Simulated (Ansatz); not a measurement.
Amorphous In9Ga9Zn9O38Sn, 66 atoms at 5.91 g/cm³, one PBE-relaxed geometry, zone centre. Methods: PBE, scalar-relativistic without spin-orbit coupling (Ansatz, an electronic-structure program); r2SCAN, scalar-relativistic without spin-orbit coupling (Ansatz); HSE06, scalar-relativistic without spin-orbit coupling (Ansatz). Plane waves to 420 eV (r2SCAN 500 eV); exact exchange is cut at the cell's faces. At PBE the levels at the filled edge of the gap are localised (band-tail or defect states). All rungs ran without spin polarisation.

It comes from a melt-quench run on a machine-learned potential (CHGNet), relaxed afterwards by DFT. O atoms were pushed apart under 1.9 Å during the dynamics, to hinder bonds among them. The hot cell started wider than the set density and was brought back towards it in steps. It is the lowest in DFT energy of 2 quenches. It is a model cell: composition and starting density were chosen by hand, and all elements were melted together. No dispersion term was used. Its density started from a set value of 5.91 and ended at 5.91 g/cm³. The simulated quench (nominally 260 K/ps over its main leg) is rapid and tends to freeze in more defects than a deposited or slowly cooled glass has. One small periodic cell is one sample of the glass; other quenches scatter about these values. The volume was held where the preparation left it, at a PBE pressure of 0.8 GPa. Stress components on the final sampling reach 1.5 GPa.

The relaxation ran on the zone centre alone. At PBE the level gap is 0.62 eV on a 2×2×2 Γ-centred mesh, and the spacing at the zone centre alone 0.66 eV.

### Question
What zone-centre spacing does r2SCAN give, roughly?

### Answer
1.10 eV (+0.44 eV against PBE).

### Question
What zone-centre spacing does HSE06 give, roughly?

### Answer
2.19 eV (+1.53 eV against PBE).

The highest filled and the lowest empty state spread over these numbers of atoms (participation numbers): PBE: 10.3 and 60.1; r2SCAN: 10.4 and 58.8; HSE06: 9.4 and 58.2.
